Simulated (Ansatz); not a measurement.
Functionals compared on a constructed model of the (100) surface of fcc Ag, a pseudomorphic layer of Pd in the host's stacking (bottom of the slab: a bare face, its two planes held), in Ansatz (plane waves, PAW). The structure was relaxed with PBE; the other rows are single points on it. Cutoff 420 eV (500 eV for r2SCAN).

Slab: 7 atoms, 12.5 Å thick at the start; k 13x13x1, smearing 0.1 eV, dipole-corrected; 2 atoms held, the rest relaxed; symmetry of the start imposed; no spin, no spin-orbit, no U. It is one candidate, not shown to be the stable structure of the face. These notes are the PBE run's.

| functional | work function of the top face (eV) | rough cost of the single point |
|---|---|---|
| PBE | 5.02 | – |
| RPBE | 4.82 | about 40 core-seconds (a rough figure) |
| r2SCAN | (withheld) | very roughly 90 core-seconds |

### Question
What belongs in the gaps?

### Answer

- r2SCAN, work function of the top face (eV): 4.97

Ansatz is a first-principles code.
